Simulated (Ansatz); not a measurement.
Functionals compared on the (100) surface of cubic CsPbCl3 (a phase of room or higher temperature, not the 0 K ground state) in its 1x1 cell (cut with top plane Cl + Cs, bottom plane 2 Cl + Pb), relaxed from an ideal cut (the real face may reconstruct), with unlike faces, outermost plane spacing 2.87 Å in the ideal cut, in Ansatz (plane waves, PAW). The structure was relaxed with PBE; the other rows are single points on it, each with its references at the same level. Cutoff 420 eV (500 eV for r2SCAN). The surface energy is the mean of two unlike faces. HSE06 used the coarser mesh 3x3x1.

Slab: 15 atoms, Cl9Cs3Pb3, 14.3 Å thick at the start; k 5x5x1, smearing 0.025 eV, dipole-corrected; all atoms relaxed; start symmetry kept, larger cells not searched; no spin, no spin-orbit, no U. These notes are the PBE run's.

| functional | surface energy (J/m²) | rough cost of the single point |
|---|---|---|
| PBE | 0.10 | – |
| LDA | 0.13 | roughly 120 core-seconds |
| PBEsol | 0.10 | around 110 core-seconds (rough) |
| RPBE | 0.08 | around 110 core-seconds (rough) |
| r2SCAN | 0.12 | around 3 core-minutes (rough) |
| HSE06 | 0.11 | roughly 28 core-minutes |

Ansatz is an electronic-structure program.
